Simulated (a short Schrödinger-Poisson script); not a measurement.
## Symmetric double-gate stack, SiO2 on p-type Si(100)

Structure: symmetric double-gate stack, SiO2 on p-type Si(100), at 300 K.

| layer | material | thickness (nm) | Na (cm⁻³) |
|---|---|---|---|
| 1 | SiO2 | 1 | - |
| 2 | Si | 20 | 1e18 |
| 3 | SiO2 | 1 | - |

The device is made up for the run: typed textbook-type constants, with dimensions and the other settings drawn at random. SiO2: permittivity 3.9, conduction-band edge (eV) 3.15, gap (eV) 9, electron mass (mₑ) 0.5. Si: permittivity 11.7, conduction-band edge (eV) 0, gap (eV) 1.124, Nv at 300 K (cm⁻³) 3.1e19.

Channel valleys (confinement mass, in-plane density-of-states mass, number): Δ2 0.916, 0.19, 2; Δ4 0.19, 0.417, 4. At the gates, both at one voltage, the conduction-band edge of layer 1 lies 3.47 eV − eVg above the Fermi level of the channel. Gaps are held at their typed values at every temperature. Mesh 0.03 nm at interfaces.

Solved with a short Schrödinger-Poisson script written for these runs: 1D Poisson equation in equilibrium, electrons quantum, Hartree (BenDaniel-Duke, 12 states a valley, the channel's in-plane mass for all, wave functions free to enter the dielectric), parabolic valleys, classical holes, full ionisation, no traps, pinning or gate leakage.

```tsv
Vg (V)	electrons (cm⁻²)	C (μF/cm²)	Δ2 E0 (meV)	Δ2 E1 (meV)	Δ4 E0 (meV)	Δ4 E1 (meV)
0	4.14e6	< 0.003	410.8	410.8	430.5	433.9
0.05	2.86e7	< 0.003	360.8	360.8	380.5	383.9
0.1	1.98e8	< 0.003	310.8	310.8	330.6	333.9
0.15	1.37e9	0.00862	260.9	260.9	280.6	283.9
0.2	9.33e9	0.0580	211.2	211.2	231.0	234.3
0.25	5.92e10	0.338	163.1	163.1	183.3	186.5
0.3	2.81e11	1.20	121.5	121.5	143.4	146.1
0.35	8.15e11	2.21	91.3	91.3	116.5	118.5
0.4	1.62e12	2.93	70.1	70.1	99.5	100.8
0.45	2.62e12	3.42	54.4	54.4	87.9	88.8
0.5	3.74e12	3.78	42.0	42.0	79.3	80.0
0.55	4.96e12	4.04	31.8	31.8	72.7	73.1
0.6	6.26e12	4.24	23.1	23.1	67.3	67.6
0.65	7.60e12	4.40	15.5	15.5	62.7	63.0
0.7	9.00e12	4.53	8.7	8.7	58.8	59.0
0.75	1.04e13	4.64	2.5	2.5	55.3	55.5
0.8	1.19e13	4.73	-3.2	-3.2	52.2	52.4
0.85	1.34e13	4.81	-8.5	-8.5	49.4	49.5
0.9	1.49e13	4.88	-13.5	-13.5	46.8	46.9
0.95	1.64e13	4.94	-18.3	-18.3	44.3	44.4
1	1.80e13	4.99	-22.8	-22.8	42.0	42.1
```

Subbands count from the Fermi level. The capacitance is that of both gates.
